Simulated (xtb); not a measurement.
xtb 6.7.1, GFN2-xTB: C[Si](C)(C)c1cc2cc3sc([Si](C)(C)c4sc(C=O)cc4F)cc3cc2s1, 48 atoms. The geometry is a generated start, not checked to be a minimum at this level.

```json
{
 "run_flags": "--grad",
 "method": "GFN2-xTB",
 "--acc": "1 (default)",
 "--etemp (K)": "300 (default)",
 "basis_functions": "159",
 "valence_electrons": "140"
}
```

One run each on 1 thread. Values of broydamp tried: 0.02, 0.05, 0.1, 0.2, 0.4 (default), 0.6, 0.8, 1.

### Question
How does the count of SCC iterations change with broydamp, and where is it least?

### Answer
Fewest SCC iterations, within one of each other: 0.2 with 15, 0.4 (default) with 15, 0.6 with 16, 0.8 with 16. The count rises to 24 at 0.02. All converge to one solution.

```json
[
 {"broydamp": "0.02", "SCC iterations": "24", "end": "same solution"},
 {"broydamp": "0.05", "SCC iterations": "21", "end": "same solution"},
 {"broydamp": "0.1", "SCC iterations": "18", "end": "same solution"},
 {"broydamp": "0.2", "SCC iterations": "15", "end": "same solution"},
 {"broydamp": "0.4 (default)", "SCC iterations": "15", "end": "same solution"},
 {"broydamp": "0.6", "SCC iterations": "16", "end": "same solution"},
 {"broydamp": "0.8", "SCC iterations": "16", "end": "same solution"},
 {"broydamp": "1", "SCC iterations": "18", "end": "same solution"}
]
```
